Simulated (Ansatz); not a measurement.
The starting structures come from a database of crystals and need not be the phases stable at ambient conditions.

By PBEsol, the system below comes out a metal.

Without scattering a metal conducts by its projected Fermi surface.

Consider the following.

```
Re
1.0
    2.76785     0.00000     0.00000
    0.00000    20.09582     0.00000
    1.38392     6.69861     0.79901
Re
3
Direct
  0.00000   0.00000   0.00000
  0.00000   0.77783   0.00000
  0.00000   0.22217   0.00000
```

Space group of this cell: R-3m. The cell is taken as given; by PBEsol its mean pressure is -6.5 GPa.

The current flows along the normal of the first two printed cell vectors, the (100) plane of the conventional cell. No spin-orbit coupling; the value is a mean over 0.1 eV about the Fermi level.

**Question.** State the ballistic conductance per area according to PBEsol run with Ansatz (a program for electronic structure).

**Answer.** 1.2 × 10¹⁵ S/m² for both spins.
